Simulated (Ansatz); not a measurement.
WSe2, response to strain

The reference is WSe₂ (space group P6_3/mmc, No. 194; a = 3.230 Å, c = 12.411 Å; layered, stacked along the Cartesian z axis). Axes: x lies along a and z along c of the hexagonal cell.

Strains are applied to the cell and any free atomic positions relax; under biaxial strain the out-of-plane vector relaxes too.

The values are results of Ansatz (an electronic-structure program), PBEsol-D3(BJ), PAW, cutoff 420 eV, no spin-orbit coupling, not measurements.

```csv
variant,ratio −ε⊥/ε∥,hole mass,smallest direct gap
base,–,"1.5 mₑ along c, 0.60 mₑ across (at Γ)",1.65 eV
"biaxial strain +0.60 %, plane normal [001], relaxed out of plane",–,"1.7 mₑ out of plane, 0.56 mₑ in plane (at Γ)",?
"biaxial strain +1.20 %, plane normal [001], relaxed out of plane",0.40,?,1.52 eV
"biaxial strain +1.80 %, plane normal [001], relaxed out of plane",0.39,?,1.44 eV
"biaxial strain +2.40 %, plane normal [001], relaxed out of plane",0.39,"2.4 mₑ out of plane, 0.47 mₑ in plane (at Γ)",?
"biaxial strain +3.00 %, plane normal [001], relaxed out of plane",0.39,"2.8 mₑ out of plane, 0.45 mₑ in plane (at Γ)",1.30 eV
```

Task: Some entries are withheld; estimate them.

Result: 
- biaxial strain +0.60 %, plane normal [001], relaxed out of plane, smallest direct gap: 1.59 eV
- biaxial strain +1.20 %, plane normal [001], relaxed out of plane, hole mass: 1.9 mₑ out of plane, 0.53 mₑ in plane (at Γ)
- biaxial strain +1.80 %, plane normal [001], relaxed out of plane, hole mass: 2.1 mₑ out of plane, 0.50 mₑ in plane (at Γ)
- biaxial strain +2.40 %, plane normal [001], relaxed out of plane, smallest direct gap: 1.37 eV

Spin-orbit coupling, missing from the scalar runs, can matter with W. Masses are band curvatures over ±0.01 Å⁻¹ around the edge. Stability against distortions was not tested.
